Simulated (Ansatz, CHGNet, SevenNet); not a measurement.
# How the lattice constant a of BP (model structure, started from the WC type, P-6m2, No. 187, 2 atoms in the cell) moves with the method

No measured value is used here.

| level (code) | value (Å) |
|---|---|
| CHGNet-r²SCAN | 3.132 |
| SevenNet-0 | 2.977 |
| SevenNet-l3i5 | 3.141 |
| LDA (Ansatz) | 2.963 |
| PBE (Ansatz) | 3.006 |
| PBEsol (Ansatz) | 2.978 |
| PBE-D3(BJ) (Ansatz) | 2.965 |
| r²SCAN (Ansatz) | 3.024 |
| r²SCAN+rVV10 (Ansatz) | 3.017 |

Cutoffs differ between the levels. Ansatz's density-functional and Hartree–Fock values are scalar-relativistic unless marked +SOC, with PAW data made under PBE.

Machine-learned potentials (CHGNet-r²SCAN, SevenNet-0, SevenNet-l3i5) are trained on DFT data: a solid inside that data is no test of them.

A model structure was made by putting elements into a prototype or built by hand; it is no filed structure, need not be a known phase, and can be a saddle point held by its symmetry.

Ansatz is a program for electronic structure.
